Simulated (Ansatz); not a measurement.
# Converging the k-point mesh at a smearing width of 0.05 eV: SrGaGe (P3m1, 3 atoms in the cell)

```xyz
3
Lattice="4.2566 0.0000 0.0000 -2.1283 3.6863 0.0000 0.0000 0.0000 4.6976" Properties=species:S:1:pos:R:3 pbc="T T T"
Sr     0.0000     0.0000     0.0500
Ga     0.0000     2.4576     2.3488
Ge     2.1283     1.2288     2.3488
```

Level of theory: PBEsol, default PAW files made with PBE (plane waves; Ansatz, a first-principles code).

Base settings: basis.ecutwfc = 420 eV; kpoints.mp_grid.grid = 9 9 7; hamiltonian.xc = pbesol; hamiltonian.pseudopotentials = {kind: paw} (the program's default PAW files); scf.occupations.method = gaussian; scf.occupations.width = 0.1 eV.

In this ladder: scf.occupations.width = 0.05 eV.

The second cell is the first with its lattice scaled by 0.98.

Only quantities that move along the ladder and can be compared are tabulated.

The count of work is k-points × plane waves × bands × iterations; it is no time. Core times come from one kind of shared machine, to one figure; runs under 30 s give none.

The starting cell comes from a database of computed structures (which also holds hypothetical and non-ambient phases and stackings), without a prior relaxation at this level. Its lattice was rescaled by up to half a per cent. One atom was moved a little off its site on purpose. Ansatz's pressure includes its estimate of the finite-basis (Pulay) stress.

Steps (kpoints.mp_grid.grid): 3 3 3; 4 4 3; 5 5 4; 6 6 5; 7 7 5; 8 8 7; 10 10 8; 12 12 9; 14 14 11; 21 21 17.

**Question.** What is the coarsest kpoints.mp_grid.grid that holds the free energy within 0.5 meV/atom of the last step, with all finer ones?

**Answer.** 10 10 8, at 0.13 of the last step's count of work; the step before is off by 3.2 meV/atom.

**Question.** What is the coarsest kpoints.mp_grid.grid that holds the forces within 0.005 eV/Å of the last step, with all finer ones?

**Answer.** 10 10 8, at 0.13 of the last step's count of work; the step before is off by 0.009 eV/Å.

**Question.** What is the coarsest kpoints.mp_grid.grid that holds the energy of the compressed cell less the first within 1 meV/atom of the last step, with all finer ones?

**Answer.** 10 10 8, at 0.13 of the last step's count of work; the step before is off by 1.9 meV/atom.

```csv
kpoints.mp_grid.grid,free energy less the last step's (meV/atom),energy of the compressed cell less the first (meV/atom),pressure (GPa),largest difference of a force vector from the last step's (eV/Å),count of work / last,core time / last (rough)
3 3 3,155.11,22.29,2.11,0.035,0.0075,–
4 4 3,12.40,18.23,0.33,0.029,0.0096,–
5 5 4,-6.23,11.78,-0.11,0.021,0.018,–
6 6 5,0.02,11.99,-0.23,0.009,0.033,–
7 7 5,-5.83,11.50,-0.41,0.004,0.039,–
8 8 7,-3.16,9.72,-0.58,0.009,0.076,–
10 10 8,-0.15,8.46,-0.70,0.004,0.13,–
12 12 9,0.07,7.67,-0.80,0.001,0.17,0.2
14 14 11,0.08,7.50,-0.75,0.002,0.31,0.3
21 21 17,0.00,7.80,-0.70,0.000,1.0,1
```

Two neighbours can agree and both be off: 5 5 4 and 6 6 5 differ by 0.20 meV/atom in the energy of the compressed cell less the first, yet lie about 4.2 meV/atom from the last step.

Keys are those of Ansatz 0.2.
